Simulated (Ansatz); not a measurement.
**A computed series for HfO2: pressure series**

Consider HfO$_{2}$ (space group Pca2_1, No. 29; a = 5.294 Å, b = 5.070 Å, c = 5.102 Å).

Cell and atoms are relaxed at each pressure.

Level of theory: PBE/PAW in Ansatz (a program for electronic structure), no spin-orbit coupling, earlier PAW set.

Notes on the quantities. enthalpy: H = E + PV relative to the base's energy.

```json
[
 {"variant": "base", "volume per atom": "11.41 Å³", "enthalpy": "–"},
 {"variant": "pressure −2 GPa", "volume per atom": "11.53 Å³", "enthalpy": "-0.14 eV/atom"},
 {"variant": "pressure −1 GPa", "volume per atom": "11.47 Å³", "enthalpy": "-0.07 eV/atom"},
 {"variant": "pressure 0.3 GPa", "volume per atom": "11.40 Å³", "enthalpy": "+0.02 eV/atom"},
 {"variant": "pressure 1.5 GPa", "volume per atom": "11.33 Å³", "enthalpy": "+0.11 eV/atom"},
 {"variant": "pressure 3 GPa", "volume per atom": "11.25 Å³", "enthalpy": "+0.21 eV/atom"},
 {"variant": "pressure 5 GPa", "volume per atom": "11.14 Å³", "enthalpy": "+0.35 eV/atom"}
]
```

Load acts through the strain it causes; cell and atoms are relaxed under it. No phonon test of stability was made. Competing high-pressure phases were not computed. This is not the structure that HfO2 has at room temperature and ambient pressure.
